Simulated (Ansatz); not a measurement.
Reference: CaO (Fm-3m), r2SCAN, rigid bands (plane waves, PAW, scalar-relativistic; Ansatz, a first-principles code); axes and stresses refer to this cell.

```xyz
2
Lattice="0.0000 2.3836 2.3836 2.3836 0.0000 2.3836 2.3836 2.3836 0.0000" Properties=species:S:1:pos:R:3 pbc="T T T"
Ca     0.0000     0.0000     0.0000
O      2.3836     2.3836     2.3836
```

- Seebeck coefficient, p-type 1e19 cm⁻³ = 454 μV/K
- hole conductivity mass = 1.40 mₑ
- Seebeck coefficient, n-type 1e19 cm⁻³ = -333 μV/K

Question: Change: biaxial stress in (111) of -4.4 GPa (compression positive). What happens to Seebeck coefficient, p-type 1e19 cm⁻³, hole conductivity mass, Seebeck coefficient, n-type 1e19 cm⁻³?

Answer: Seebeck coefficient, p-type 1e19 cm⁻³ decreases to 376 μV/K; hole conductivity mass increases to 1.45 mₑ; Seebeck coefficient, n-type 1e19 cm⁻³ moves little, to -335 μV/K.

Question: Change: biaxial stress in (111) of 6.6 GPa (compression positive). What happens to Seebeck coefficient, p-type 1e19 cm⁻³, hole conductivity mass, Seebeck coefficient, n-type 1e19 cm⁻³?

Answer: Seebeck coefficient, p-type 1e19 cm⁻³ drops to 407 μV/K; hole conductivity mass drops to 1.35 mₑ; Seebeck coefficient, n-type 1e19 cm⁻³ moves little, to -331 μV/K.

Question: Change: hydrostatic pressure of -6.6 GPa (compression positive). What happens to Seebeck coefficient, p-type 1e19 cm⁻³, hole conductivity mass, Seebeck coefficient, n-type 1e19 cm⁻³?

Answer: Seebeck coefficient, p-type 1e19 cm⁻³ moves little, to 459 μV/K; hole conductivity mass increases to 1.52 mₑ; Seebeck coefficient, n-type 1e19 cm⁻³ moves little, to -337 μV/K.

Question: Change: hydrostatic pressure of 13.2 GPa (compression positive). What happens to Seebeck coefficient, p-type 1e19 cm⁻³, hole conductivity mass, Seebeck coefficient, n-type 1e19 cm⁻³?

Answer: Seebeck coefficient, p-type 1e19 cm⁻³ moves little, to 448 μV/K; hole conductivity mass drops to 1.24 mₑ; Seebeck coefficient, n-type 1e19 cm⁻³ moves little, to -327 μV/K.

Question: Change: uniaxial stress along [001] of -2.2 GPa (compression positive). What happens to Seebeck coefficient, p-type 1e19 cm⁻³, hole conductivity mass, Seebeck coefficient, n-type 1e19 cm⁻³?

Answer: Seebeck coefficient, p-type 1e19 cm⁻³ moves little, to 446 μV/K; hole conductivity mass falls to 1.35 mₑ; Seebeck coefficient, n-type 1e19 cm⁻³ drops in size to -320 μV/K.

Question: Change: uniaxial stress along [001] of 2.2 GPa (compression positive). What happens to Seebeck coefficient, p-type 1e19 cm⁻³, hole conductivity mass, Seebeck coefficient, n-type 1e19 cm⁻³?

Answer: Seebeck coefficient, p-type 1e19 cm⁻³ moves little, to 443 μV/K; hole conductivity mass falls to 1.29 mₑ; Seebeck coefficient, n-type 1e19 cm⁻³ decreases in size to -314 μV/K.

Masses are for dilute carriers at 300 K, harmonic means over directions unless an axis is named. Seebeck coefficients are for the stated density at 300 K, with one relaxation time for all states and whether or not that doping can be reached. Spin-orbit coupling is left out unless a row names it. Stresses and pressures are the targets of the relaxation.  The structure type is held under load, also where the real crystal would transform.
